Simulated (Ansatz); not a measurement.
Level of theory: PBE (plane waves to 420 eV, PAW; Ansatz, an electronic-structure program).

Electrostatic potential energy of an electron, averaged over planes parallel to the surface, in eV from the Fermi level, for a constructed model of the (111) surface of fcc Rh, (√3x√3)R30° surface alloy, Zn on one Rh site of the top plane (bottom of the slab: a bare face, its two planes held):

(z (Å), V (eV)): (4.01, 5.16); (4.30, 5.16); (4.58, 5.16); (4.87, 5.15); (5.16, 5.14); (5.44, 5.12); (5.73, 5.08); (6.02, 4.99); (6.30, 4.80); (6.59, 4.40); (6.88, 3.53); (7.16, 1.63); (7.45, -3.50); (7.73, -13.78); (8.02, -23.03); (8.31, -25.36); (8.59, -19.45); (8.88, -8.92); (9.17, -1.38); (9.45, -0.74); (9.74, -6.65); (10.03, -17.28); (10.31, -24.84); (10.60, -24.76); (10.89, -17.09); (11.17, -6.56); (11.46, -0.98); (11.74, -2.10); (12.03, -10.16); (12.32, -20.50); (12.60, -25.74); (12.89, -22.83); (13.18, -13.39); (13.46, -3.72); (13.75, -0.48); (14.04, -3.40); (14.32, -12.88); (14.61, -22.51); (14.90, -25.79); (15.18, -20.89); (15.47, -10.61); (15.76, -2.24); (16.04, -0.75); (16.33, -5.78); (16.61, -16.19); (16.90, -24.35); (17.19, -25.06); (17.47, -17.93); (17.76, -7.31); (18.05, -0.90); (18.33, -0.93); (18.62, -7.05); (18.91, -15.85); (19.19, -20.98); (19.48, -19.45); (19.77, -12.12); (20.05, -3.56); (20.34, 1.37); (20.62, 3.23); (20.91, 4.11); (21.20, 4.52); (21.48, 4.72); (21.77, 4.81); (22.06, 4.86); (22.34, 4.88); (22.63, 4.89); (22.92, 4.89); (23.20, 4.90); (23.49, 4.90); (23.78, 4.90)

Set-up: 18 atoms, 11.0 Å thick at the start with caps and adatoms (thin: gaps and levels are the slab's own); mesh 9x9x1; 0.1 eV smearing; dipole correction on; 6 atoms held, the rest relaxed; symmetry of the start imposed; no spin, no spin-orbit, no U. It is one candidate, not shown to be the stable structure of the face.

The vacuum level lies 4.90 eV above the Fermi level over the top face and 5.16 eV above it under the bottom face.
